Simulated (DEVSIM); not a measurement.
Device: abrupt Si n-p junction, at 300 K.

Layer 1 from the left is Si, thickness (μm) 23.0, Nd (cm⁻³) 1.2e15, τn (s) 7.9e-5, τp (s) 7.9e-5. Layer 2 from the left is Si, thickness (μm) 40.0, Na (cm⁻³) 1.4e18, τn (s) 7.9e-5, τp (s) 7.9e-5.

Left contact: ohmic. Right contact: ohmic. Voltage is applied to the left contact. Recombination: SRH at mid-gap. Gap narrowing is on: ΔEg = 6.92 meV × (l + √(l² + 0.5)), l = ln(N/1.3e17 cm⁻³), shared equally by both band edges. Mobility is μmin + (μ − μmin)/(1 + (N/Nref)^α).

Constants are typed, rounded textbook-type inputs, not results; the design itself was drawn at random and stands for no fabricated device. Values at 300 K.

Si: gap (eV) 1.124, affinity (eV) 4.05, permittivity 11.7, Nc (cm⁻³) 2.86e19, Nv (cm⁻³) 3.1e19, μn (cm²/Vs) 1417, μp (cm²/Vs) 470, μn,min 52, μp,min 45, Nref,n 9.7e16, Nref,p 2.2e17, αn 0.68, αp 0.72.

Model (solved in DEVSIM): 1D drift-diffusion, Boltzmann statistics, complete ionisation; no tunnelling, impact ionisation, image-force lowering or self-heating.

Q: What does the simulation give for the potential step across the device at zero bias, the largest field in the device at zero bias, the dark forward voltage at 1 A/cm², the dark forward voltage at 100 A/cm²?

A: potential step across the device at zero bias 0.766 V; largest field in the device at zero bias 54000 V/cm; dark forward voltage at 1 A/cm² 0.610 V; dark forward voltage at 100 A/cm² 0.819 V.
